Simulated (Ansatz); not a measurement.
The starting structures come from a database of crystals and need not be the phases stable at ambient conditions.

 Where the default PAW files enter, the runs use the earlier of Ansatz's two default sets.

```
CELL_PARAMETERS angstrom
      4.58224     0.00000     0.00000
      2.24648     3.99377     0.00000
      0.00000     0.00000     7.48416
ATOMIC_POSITIONS crystal
  Cd 0.15153 0.15153 0.00017
  Cd 0.84847 0.84847 0.50017
  Te 0.81781 0.81781 0.12483
  Te 0.18219 0.18219 0.62483
```

Space group of this cell: Cmc2_1. The cell is strained (all lengths scaled by 0.98); by r2SCAN its mean pressure is 1.2 GPa.

Transport runs along the normal of the first two printed cell vectors.

The gap is the functional's own. No spin-orbit coupling. Mid-gap values are interpolated on the energy grid.

**Question.** Give the band gap and the smallest decay constant κ at mid-gap that r2SCAN (Ansatz, an electronic-structure program) yields.

**Answer.** Gap 1.31 eV on a 8×8×4 mesh; κ = 0.086 1/Å, at the zone centre.
